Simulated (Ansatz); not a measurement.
# Response to strain in AlCo

Consider AlCo in the CsCl type structure (space group Pm-3m, No. 221; weakly magnetic (sensitive to the mesh)).

```xyz
2
Lattice="2.8239 0.0000 0.0000 0.0000 2.8239 0.0000 0.0000 0.0000 2.8239" Properties=species:S:1:pos:R:3 pbc="T T T"
Al     0.0000     0.0000     0.0000
Co     1.4119     1.4119     1.4119
```

Cartesian axes are those of the cell as printed.

Strains are applied to the cell and any free atomic positions relax; under biaxial strain the out-of-plane vector relaxes too.

All numbers come from DFT with r2SCAN, PAW potentials and a 500 eV plane-wave cutoff in Ansatz (an electronic-structure program), no spin-orbit coupling.

Candidates:
(a) biaxial strain +1.72 %, plane normal [111], relaxed out of plane
(b) biaxial strain −1.31 %, plane normal [001], relaxed out of plane
(c) biaxial strain +0.30 %, plane normal [111], relaxed out of plane

Notes on the quantities. energy relative to the base: free energy F.

Task: Order them by energy relative to the base, highest first.

Result: (a) biaxial strain +1.72 %, plane normal [111], relaxed out of plane (+9.2 meV/atom), (b) biaxial strain −1.31 %, plane normal [001], relaxed out of plane (+3.5 meV/atom), (c) biaxial strain +0.30 %, plane normal [111], relaxed out of plane (+0.3 meV/atom)

Other magnetic orders, which the real material may have, were not ruled out. Without a gap, meshes like the base's 16×16×16 leave anisotropic stresses uncertain by several tenths of a GPa, and small strain energies with them. Stability against distortions was not tested. Starting moments died away, wholly or in part, for the base and biaxial strain +0.30 %, plane normal [111], relaxed out of plane; another magnetic solution may exist.
